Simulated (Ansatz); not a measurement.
Consider the following.

```xyz
2
Lattice="2.8800 0.0064 -0.0220 -1.4345 2.4581 0.0154 -0.0215 0.0049 2.8342" Properties=species:S:1:pos:R:3 pbc="T T T"
W      0.0009     0.0023     0.0000
C      1.4302     0.8238     1.4075
```

No spin polarisation.

Computed with PBEsol (Ansatz, a program for electronic structure), scalar-relativistic without spin-orbit coupling. Γ-centred 23×23×20 mesh, Fermi–Dirac width 0.1 eV.

Question: What stress (xx, yy, zz, yz, xz, xy; compression positive) does the calculation give?

Answer: (9.9, 16.8, 2.7, -1.2, 5.2, -1.2) GPa.

Question: Estimate the band gap.

Answer: Zero.

The cells carry an imposed strain or load. No phonon test of stability was made. All final runs are without spin polarisation. The cell was made from WC (space group P-6m2, No. 187) by this change: strain tensor (xx, yy, zz, yz, xz, xy) = (−0.66, −1.97, +0.26, +0.18, −0.76, +0.22) %.
